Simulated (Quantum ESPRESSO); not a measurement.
Quantum ESPRESSO run on Zr₃Sc (P6_3/mmc, 8 atoms in the cell): self-consistent single point.

Computed with LDA (PW92), PseudoDojo standard norm-conserving (LDA) pseudopotentials (plane waves; Quantum ESPRESSO).

The change in words: lattice scaled by 0.98. Reference geometry:
```yaml
crystal:
  lattice:
    - [6.52002, 0.00000, 0.00000]
    - [-3.26001, 5.64650, 0.00000]
    - [0.00000, 0.00000, 5.12767]
  atoms:
    - { symbol: Zr, position: [0.16725, 0.83275, 0.25000] }
    - { symbol: Zr, position: [0.83275, 0.16725, 0.75000] }
    - { symbol: Zr, position: [0.33450, 0.16725, 0.75000] }
    - { symbol: Zr, position: [0.66550, 0.83275, 0.25000] }
    - { symbol: Zr, position: [0.16725, 0.33450, 0.25000] }
    - { symbol: Zr, position: [0.83275, 0.66550, 0.75000] }
    - { symbol: Sc, position: [0.33333, 0.66667, 0.75000] }
    - { symbol: Sc, position: [0.66667, 0.33333, 0.25000] }
```

Reference input (self-consistent single point, DFT, LDA (PW92), plane waves, PseudoDojo standard norm-conserving (LDA) pseudopotentials): ecutwfc = 80 Ry; occupations = smearing; smearing = fermi-dirac; degauss = 0.0073499 Ry; potentials = {Zr: Zr.upf, Sc: Sc.upf}; K_POINTS = automatic 3 3 4 0 0 0; conv_thr = 1e-10 Ry. This run's input differs from it in these lines:

```diff
@@ -10,4 +10,4 @@
     ibrav = 4
-    celldm(1) = 12.32105218
-    celldm(3) = 0.7864500383
+    celldm(1) = 12.07463158
+    celldm(3) = 0.7864500720
     nat = 8
```

Output (repeated stretches shortened):

```
     Self-consistent Calculation

     iteration #  1     ecut=    80.00 Ry     beta= 0.70

     Threshold (ethr) on eigenvalues was too large:
     Diagonalizing with lowered threshold

     total energy              =    -801.66333234 Ry
     estimated scf accuracy    <       0.12065554 Ry

     iteration #  2     ecut=    80.00 Ry     beta= 0.70

     total energy              =    -801.67089186 Ry
     estimated scf accuracy    <       0.04773113 Ry

     iteration #  3     ecut=    80.00 Ry     beta= 0.70

     total energy              =    -801.67504353 Ry
     estimated scf accuracy    <       0.12001903 Ry

   [... 6 blocks of this kind left out ...]

     iteration # 10     ecut=    80.00 Ry     beta= 0.70

     total energy              =    -801.69168309 Ry
     estimated scf accuracy    <       0.00000030 Ry

     iteration # 11     ecut=    80.00 Ry     beta= 0.70
     End of self-consistent calculation

     the Fermi energy is    13.3875 ev

!    total energy              =    -801.69168315 Ry
     estimated scf accuracy    <          9.3E-11 Ry
     smearing contrib. (-TS)   =      -0.01388768 Ry
     internal energy E=F+TS    =    -801.67779547 Ry

     convergence has been achieved in  11 iterations

     Forces acting on atoms (cartesian axes, Ry/au):

     atom    1 type  1   force =    -0.00235757    0.00136114   -0.00000000
     atom    2 type  1   force =     0.00235757   -0.00136114    0.00000000
     atom    3 type  1   force =    -0.00235757   -0.00136114   -0.00000000
     atom    4 type  1   force =     0.00235757    0.00136114    0.00000000
     atom    5 type  1   force =     0.00000000   -0.00272229   -0.00000000
   [... lines left out ...]

     Total force =     0.006668     Total SCF correction =     0.000035

          total   stress  (Ry/bohr**3)                   (kbar)     P=      -20.51
  -0.00017286   0.00000000   0.00000000          -25.43        0.00        0.00
   0.00000000  -0.00017286   0.00000000            0.00      -25.43        0.00
   0.00000000   0.00000000  -0.00007246            0.00        0.00      -10.66

   JOB DONE.
```

The run converged in 11 iterations. Against the reference run the free energy drops by 39.2 meV/atom, the pressure goes from -6.80 to -2.05 GPa and the largest force goes from 0.093 to 0.070 eV/Å. The full log also holds: “c_bands:  2 eigenvalues not converged”. The full log also holds: “c_bands:  1 eigenvalues not converged”.

The starting cell comes from a database of computed structures (which also holds hypothetical and non-ambient phases and stackings), without a prior relaxation at this level. For this run, on top of that: lattice scaled by 0.98.

Cost on one core of a shared machine: roughly 4 min.
